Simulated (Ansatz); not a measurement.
The reference is Si (space group I4_132, No. 214; a = 6.3974 Å; a hypothetical phase, not in the database extracts checked; relaxed with 0.1 eV smearing).

Level of theory: PBEsol, PAW, 420 eV (Ansatz, a first-principles code; scalar-relativistic without spin-orbit coupling).

For the base:

```
Quantity    Value
--------  -------
Pressure  0.0 GPa
```

Modification: the cell is scaled by 0.9509 in all directions, atoms relaxed at fixed cell.

Predict the new energy relative to the base and pressure.

The energy increases by 123 meV/atom; the pressure goes from zero to 9.8 GPa.

The cells carry an imposed strain or load. Whether these cells are dynamically stable was not tested.
